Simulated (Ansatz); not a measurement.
## TaSi2: Si → Al

Take TaSi2 (space group P6_222, No. 180; a = 4.804 Å, c = 6.604 Å) as the base.

It is then changed as follows: full substitution Si → Al, then cell and atoms are relaxed.

The values are results of PBE in Ansatz (plane waves to 420 eV, PAW, without spin-orbit coupling), earlier PAW set, not measurements. Settings: 11×11×7 k-points, 0.05 eV Fermi–Dirac smearing.

```tsv
quantity	base	changed	shift
density	8.95 g/cm³	7.70 g/cm³	-1.25 g/cm³
lattice parameter a	4.804 Å	5.018 Å	+0.214 Å
c/a ratio	1.375	1.389	+0.014
shortest interatomic distance	2.568 Å	2.726 Å	+0.1573 Å
band gap	zero	zero	–
```

No phonon test of stability was made. As relaxed here, TaAl2 is a hypothetical phase, not in the database extracts checked. All final runs are without spin polarisation. An odd electron count without spin: TaAl2 and TaSi2. TaAl2 has a high density of states at the Fermi level and may be magnetic at this level.

Ansatz is an electronic-structure program.
